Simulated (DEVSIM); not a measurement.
Structure: abrupt GaAs p-n junction, at 250 K.

| layer (left to right) | material | thickness (μm) | Nd (cm⁻³) | Na (cm⁻³) | τn (s) | τp (s) |
|---|---|---|---|---|---|---|
| 1 | GaAs | 0.610 | - | 3.3e16 | 4.2e-9 | 4.2e-9 |
| 2 | GaAs | 20.0 | 1.2e16 | - | 4.2e-9 | 4.2e-9 |

Left contact: ohmic. Right contact: ohmic. Voltage is applied to the left contact. Recombination: SRH at mid-gap, radiative, Auger. Mobility is constant in doping.

This is a model device: material constants are rounded textbook-type values typed into the input, and sizes, dopings and lifetimes were drawn at random. Values at 300 K; Nc and Nv go as T^1.5, mobilities as T to minus their exponent, the gap by Varshni's rule with the affinity fixed.

| parameter | GaAs |
|---|---|
| gap (eV) | 1.424 |
| affinity (eV) | 4.07 |
| permittivity | 12.9 |
| Nc (cm⁻³) | 4.7e17 |
| Nv (cm⁻³) | 9e18 |
| μn (cm²/Vs) | 8500 |
| μp (cm²/Vs) | 400 |
| T exponent of μn | 2.1 |
| T exponent of μp | 2.2 |
| B (cm³/s) | 2e-10 |
| Cn (cm⁶/s) | 1e-30 |
| Cp (cm⁶/s) | 1e-30 |
| Varshni α (eV/K) | 0.000541 |
| Varshni β (K) | 204 |

DEVSIM, 1D drift-diffusion, Boltzmann statistics, complete ionisation; no tunnelling, impact ionisation, image-force lowering or self-heating.

### Question
Tabulate band edges, carrier densities and field at -2.0 V on the left contact.

### Answer
Energies count from the Fermi level of the right contact; mesh points crowd at the junctions.

```json
[
 {"x (μm)": "0.000", "Ec (eV)": "3.331", "Ev (eV)": "1.885", "n (cm⁻³)": "< 1e2", "p (cm⁻³)": "3.3e16", "field (V/cm)": "≈ 0"},
 {"x (μm)": "0.02720", "Ec (eV)": "3.331", "Ev (eV)": "1.885", "n (cm⁻³)": "< 1e2", "p (cm⁻³)": "3.3e16", "field (V/cm)": "≈ 0"},
 {"x (μm)": "0.08271", "Ec (eV)": "3.331", "Ev (eV)": "1.885", "n (cm⁻³)": "< 1e2", "p (cm⁻³)": "3.3e16", "field (V/cm)": "≈ 0"},
 {"x (μm)": "0.1960", "Ec (eV)": "3.331", "Ev (eV)": "1.885", "n (cm⁻³)": "< 1e2", "p (cm⁻³)": "3.3e16", "field (V/cm)": "≈ 0"},
 {"x (μm)": "0.4404", "Ec (eV)": "3.299", "Ev (eV)": "1.853", "n (cm⁻³)": "< 1e2", "p (cm⁻³)": "7.3e15", "field (V/cm)": "-12000"},
 {"x (μm)": "0.5402", "Ec (eV)": "2.960", "Ev (eV)": "1.514", "n (cm⁻³)": "< 1e2", "p (cm⁻³)": "1.1e9", "field (V/cm)": "-57000"},
 {"x (μm)": "0.5891", "Ec (eV)": "2.626", "Ev (eV)": "1.180", "n (cm⁻³)": "< 1e2", "p (cm⁻³)": "200", "field (V/cm)": "-80000"},
 {"x (μm)": "0.6207", "Ec (eV)": "2.356", "Ev (eV)": "0.909", "n (cm⁻³)": "< 1e2", "p (cm⁻³)": "< 1e2", "field (V/cm)": "-87000"},
 {"x (μm)": "0.6612", "Ec (eV)": "2.016", "Ev (eV)": "0.570", "n (cm⁻³)": "< 1e2", "p (cm⁻³)": "< 1e2", "field (V/cm)": "-80000"},
 {"x (μm)": "0.7426", "Ec (eV)": "1.417", "Ev (eV)": "-0.029", "n (cm⁻³)": "< 1e2", "p (cm⁻³)": "< 1e2", "field (V/cm)": "-67000"},
 {"x (μm)": "0.9254", "Ec (eV)": "0.478", "Ev (eV)": "-0.968", "n (cm⁻³)": "8.2e7", "p (cm⁻³)": "< 1e2", "field (V/cm)": "-36000"},
 {"x (μm)": "1.526", "Ec (eV)": "0.073", "Ev (eV)": "-1.373", "n (cm⁻³)": "1.2e16", "p (cm⁻³)": "< 1e2", "field (V/cm)": "≈ 0"},
 {"x (μm)": "2.623", "Ec (eV)": "0.073", "Ev (eV)": "-1.373", "n (cm⁻³)": "1.2e16", "p (cm⁻³)": "< 1e2", "field (V/cm)": "≈ 0"},
 {"x (μm)": "5.002", "Ec (eV)": "0.073", "Ev (eV)": "-1.373", "n (cm⁻³)": "1.2e16", "p (cm⁻³)": "< 1e2", "field (V/cm)": "≈ 0"},
 {"x (μm)": "12.12", "Ec (eV)": "0.073", "Ev (eV)": "-1.373", "n (cm⁻³)": "1.2e16", "p (cm⁻³)": "< 1e2", "field (V/cm)": "≈ 0"},
 {"x (μm)": "16.70", "Ec (eV)": "0.073", "Ev (eV)": "-1.373", "n (cm⁻³)": "1.2e16", "p (cm⁻³)": "< 1e2", "field (V/cm)": "≈ 0"},
 {"x (μm)": "18.82", "Ec (eV)": "0.073", "Ev (eV)": "-1.373", "n (cm⁻³)": "1.2e16", "p (cm⁻³)": "< 1e2", "field (V/cm)": "≈ 0"},
 {"x (μm)": "19.80", "Ec (eV)": "0.073", "Ev (eV)": "-1.373", "n (cm⁻³)": "1.2e16", "p (cm⁻³)": "< 1e2", "field (V/cm)": "≈ 0"},
 {"x (μm)": "20.33", "Ec (eV)": "0.073", "Ev (eV)": "-1.373", "n (cm⁻³)": "1.2e16", "p (cm⁻³)": "< 1e2", "field (V/cm)": "≈ 0"},
 {"x (μm)": "20.50", "Ec (eV)": "0.073", "Ev (eV)": "-1.373", "n (cm⁻³)": "1.2e16", "p (cm⁻³)": "< 1e2", "field (V/cm)": "≈ 0"},
 {"x (μm)": "20.57", "Ec (eV)": "0.073", "Ev (eV)": "-1.373", "n (cm⁻³)": "1.2e16", "p (cm⁻³)": "< 1e2", "field (V/cm)": "≈ 0"},
 {"x (μm)": "20.61", "Ec (eV)": "0.073", "Ev (eV)": "-1.373", "n (cm⁻³)": "1.2e16", "p (cm⁻³)": "< 1e2", "field (V/cm)": "≈ 0"}
]
```
